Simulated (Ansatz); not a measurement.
A short convergence ladder for Cs (Im-3m, 1 atom in the cell)

```xyz
1
Lattice="-3.0347 3.0347 3.0347 3.0347 -3.0347 3.0347 3.0347 3.0347 -3.0347" Properties=species:S:1:pos:R:3 pbc="T T T"
Cs     0.0000     0.0000     0.0000
```

Base method: PBEsol, default PAW files made with PBE (plane waves; Ansatz, a program for electronic structure).

Base settings: basis.ecutwfc = 420 eV; kpoints.mp_grid.grid = 8 8 8; hamiltonian.xc = pbesol; hamiltonian.pseudopotentials = {kind: paw} (the program's default PAW files); scf.occupations.method = gaussian; scf.occupations.width = 0.1 eV.

The count of work is k-points × plane waves × bands × iterations; it is no time. Core times come from one kind of shared machine, to one figure; runs under 30 s give none.

**The size of a vacancy's supercell**

On Cs (Im-3m, 2 atoms in the cell), and larger cells.

Steps: 2 x 1 x 1 supercell, one Cs atom taken out, nothing relaxed; 2 x 2 x 1 supercell, one Cs atom taken out, nothing relaxed; and so on, with the mesh thinned in proportion.

Only quantities that move along the ladder and can be compared are tabulated.

```tsv
atoms	unrelaxed vacancy energy (eV)	count of work / last	core time / last (rough)
2	0.231	0.089	–
4	0.309	0.13	–
8	0.350	0.18	0.1
12	0.354	0.84	0.3
18	0.360	2.1	2
27	0.365	1.0	1
```

Smallest size that holds the unrelaxed vacancy energy within 0.1 eV of the last step, with all finer ones: 4, at 0.13 of the last step's count of work; the step before is off by 0.13 eV.

On the base run: the starting cell has typed, rounded lattice constants, without a prior relaxation at this level. Its lattice was rescaled by up to half a per cent.

Keys are those of Ansatz 0.2.
